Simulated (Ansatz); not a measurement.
A working Ansatz (a first-principles code) input for Ta3Sn (Pm-3n, 8 atoms in the cell) (DFT, PBEsol, plane waves, default PAW files made with PBE):

Ansatz 0.2 input:
```yaml
# Ta3Sn
crystal:
  lattice:
    - [5.276000, 0.000000, 0.000000]
    - [0.000000, 5.276000, 0.000000]
    - [0.000000, 0.000000, 5.276000]
  atoms:
    - { symbol: Sn, position_ang: [0.000000, 0.000000, 0.000000] }
    - { symbol: Sn, position_ang: [2.638000, 2.638000, 2.638000] }
    - { symbol: Ta, position_ang: [1.319000, 0.000000, 2.638000] }
    - { symbol: Ta, position_ang: [2.638000, 3.957000, 0.000000] }
    - { symbol: Ta, position_ang: [3.957000, 0.000000, 2.638000] }
    - { symbol: Ta, position_ang: [2.638000, 1.319000, 0.000000] }
    - { symbol: Ta, position_ang: [0.000000, 2.638000, 3.957000] }
    - { symbol: Ta, position_ang: [0.000000, 2.638000, 1.319000] }
kpoints:
  mp_grid: { grid: [5, 5, 5] }
hamiltonian:
  xc: pbesol
  pseudopotentials: { kind: paw }
scf:
  occupations: { method: cold, width: 0.2 }
output:
  forces: true
  eigenvalues: true
  stress: true
```

The run converged in 6 iterations: free energy E − TS (on the zero of these files) -70739.1618 eV; Fermi level (on the code's own zero) 17.91 eV; pressure -1.55 GPa. Each of these slips is then made, one at a time:

(1)
```diff
-  occupations: { method: cold, width: 0.2 }
```

(2)
```diff
-hamiltonian:
+hamiltonain:
```

Problem. What happens in each case?

Solution. 
(1) No occupation method given. The program stopped before any SCF iteration.
```
Error: YAML parse error: `scf.occupations.method` is required: fixed only where the cell keeps a band gap throughout the run, explicit beside scf.occupations.values (under evaluate: without them), else a smearing such as fermi_dirac (scf.occupations.width is optional; its entry in the input reference gives the default)
```

(2) A keyword that the program does not know. The program stopped before any SCF iteration.
```
Error: YAML parse error: error: line 18 column 1: unknown field `hamiltonain`, expected one of crystal, accuracy, basis, kpoints, hamiltonian, magnetization, projection, total_charge, correlation, batch, efield, external_charges, scf, relax, neb, saddle, md, ramp, phonons, dielectric, real_time, elastic, magnetic_configurations, gw, evaluate, workf [...]
```

The starting cell comes from a database of published, mostly measured structures (it also holds non-ambient and calculated ones), without a prior relaxation at this level. Spin-orbit coupling is off. Spin polarisation is off. Ansatz's pressure includes its estimate of the finite-basis (Pulay) stress.

Left out of this page: 3 runs of the series outside the window shown, repeating another row's setting, or not comparable; 1 run of the series stopped by limits of time or memory.
